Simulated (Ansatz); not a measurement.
A periodic model of amorphous B12As12Se36:

```xyz
60
Lattice="12.0590 -0.6638 0.0000 -0.6638 11.1766 0.6510 0.0000 0.6510 10.9282" Properties=species:S:1:pos:R:3 pbc="T T T"
B     10.2740     2.9373     1.2322
B      4.5593     6.9828     1.4122
B      9.6026     5.8304    10.1226
B      1.9613    10.3411     7.2274
B      2.1726    10.4847     9.1020
B     11.5069     4.9593     4.3749
B     10.6692     7.8026     2.9516
B      3.6715     0.3736     3.7806
B      7.2228    10.8004     6.7956
B      8.7714     2.7897    10.2888
B      6.8725     6.7023     5.3656
B      6.8212     0.5862     3.9127
As     3.8965     5.8331     9.4171
As     3.2939     9.6330     1.6538
As    12.0051     0.0531     3.6350
As    11.1600     2.3980     3.0573
As     0.1233    10.9083     9.4432
As     1.5449     4.8603     6.9458
As     7.3298     7.2713     8.3637
As     5.3882     4.3426     6.4265
As     8.1882    10.7673     9.7000
As     3.5510     1.1970     7.2645
As     0.3664     5.4033     9.6797
As    -0.5298    11.0601     1.9661
Se     2.5904     7.4335     1.0532
Se     2.5190     8.5850     8.4867
Se     9.3641     7.7190     9.8030
Se     6.3709     9.6484     8.3975
Se     8.2322     2.8737     1.2705
Se     4.4166     5.9514     3.1813
Se     6.7881     5.8990     3.5926
Se     2.2952     4.9394    11.0363
Se     3.2618    10.0854     5.6853
Se     6.9998     9.8935     4.9706
Se     8.5653     7.1000     6.2580
Se     1.6004     2.0917     8.5628
Se    -0.0273    10.4282     7.0476
Se     2.2154     1.5285     3.1787
Se     5.0460     3.7957     8.7640
Se     3.6777    11.3855    10.0538
Se    10.9544     4.8343     0.6813
Se     0.3733     9.1868     3.3851
Se    10.7369     2.1935    10.7199
Se    10.2445     3.3980     5.0658
Se     0.3890     6.6470     5.8255
Se     5.1817     6.8443     6.4383
Se     9.9995     6.0609     3.4633
Se     0.2403     7.8922     9.0398
Se     8.4572     0.7561     2.6909
Se     9.7857    -0.0537     6.8376
Se     3.2256     3.7744     5.4620
Se     9.5178     9.0147     1.9647
Se     5.4755     8.8011     1.7901
Se     8.7951     4.4639     9.0284
Se     6.8302     1.3571     5.8079
Se    -0.0685     3.0077     6.7704
Se     0.8466     4.7163     3.1813
Se     5.2133     0.9391     2.7093
Se     5.6129     6.5344    10.9425
Se     7.4325     1.4908     9.5190
```

The numbers are results of PBE-D3(BJ), scalar-relativistic without spin-orbit coupling, PAW (Ansatz default set, large-core Se) (plane waves to 420 eV; Ansatz, a first-principles code), not measurements.

It comes from a melt-quench run on a machine-learned potential (CHGNet), relaxed afterwards by DFT. The hot cell started wider than the set density and was brought back towards it in steps. It is the lowest in DFT energy of 3 quenches. It is a model cell: composition and starting density were chosen by hand, and all elements were melted together. The geometry includes D3(BJ) dispersion. Its density started from a set value of 4.19 and ended at 4.39 g/cm³. The quench (nominally 150 K/ps over its main leg) was far faster than any real one, so the model tends to hold more defects than a real film. Values belong to this one cell and scatter from quench to quench. Volume and shape were free in the relaxation. On a 2×2×2 Γ-centred mesh force components of up to 0.19 eV/Å stay, since the relaxation ran on one k-point at (1/4, 1/4, 1/4).

Cut-offs for bonds: B-B 2.08 Å, B-As 2.50 Å, B-Se 2.40 Å, As-As 2.76 Å, As-Se 2.70 Å, Se-Se 2.76 Å.

Task: Give the coordination numbers, mean bond lengths and angles.

Result: 
| Property | Value |
|---|---|
| Mean coordination of B | 3.83 (4 with 3, 6 with 4, 2 with 5) |
| Mean coordination of As | 3.08 (1 with 2, 9 with 3, 2 with 4) |
| Mean coordination of Se | 2.25 (27 with 2, 9 with 3) |
| Mean B-Se bond | 2.033 Å (spread 0.066 Å, 40 counted) |
| Mean As-Se bond | 2.459 Å (spread 0.055 Å, 29 counted) |
| Mean Se-Se bond | 2.569 Å (spread 0.113 Å, 6 counted) |
| Mean B-As bond | 2.225 Å (spread 0.115 Å, 4 counted) |
| Bond angle at B | mean 108.7°, spread 15.5° |
| Bond angle at As | mean 93.7°, spread 15.1° |
| Bond angle at Se | mean 93.3°, spread 20.7° |

Task: List the pairs of like atoms that count as bonded by the rules above.

Result: B4-B5 (1.89 Å), As15-As24 (2.47 Å), As15-As16 (2.56 Å), Se26-Se48 (2.45 Å), Se29-Se49 (2.56 Å), Se30-Se31 (2.41 Å), Se34-Se49 (2.73 Å), Se36-Se56 (2.61 Å), Se44-Se56 (2.66 Å).
